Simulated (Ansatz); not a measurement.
## 1T (CdI2-type) PtTe2

Method: PBEsol (Ansatz, a quantum-chemistry and plane-wave program, plane waves, PAW).

Numerical settings: plane-wave cutoff 500 eV, 12×12×8 k mesh (along the axes of the cell as run), Fermi–Dirac smearing 0.05 eV, scalar-relativistic PAW data made under PBE.

Cell: relaxed at this level.

```json
{
  "equilibrium_volume_per_atom": "24.26 Å³/atom",
  "equilibrium_lattice_constant_a": "4.044 Å",
  "lattice_parameter_c": "5.138 Å"
}
```

Measured, for comparison: lattice constant a 4.026 Å, lattice parameter c 5.221 Å (temperature not stated, not corrected to a static lattice; as tabulated in Pelayo et al. (2023), arXiv:2312.15371). Computed (rounded) less measured: lattice constant a +0.4 %, lattice parameter c -1.6 %. A static lattice is as a rule a little smaller and stiffer than an uncorrected measurement, which narrows the difference in the lattice parameter c and would widen misses of the other sign.

Note: the cell comes from a level without a dispersion term, which matters for the spacing of layers, chains or molecules.

Spin–orbit coupling is not included.

Computing time: about 4 core-minutes (a rough figure).
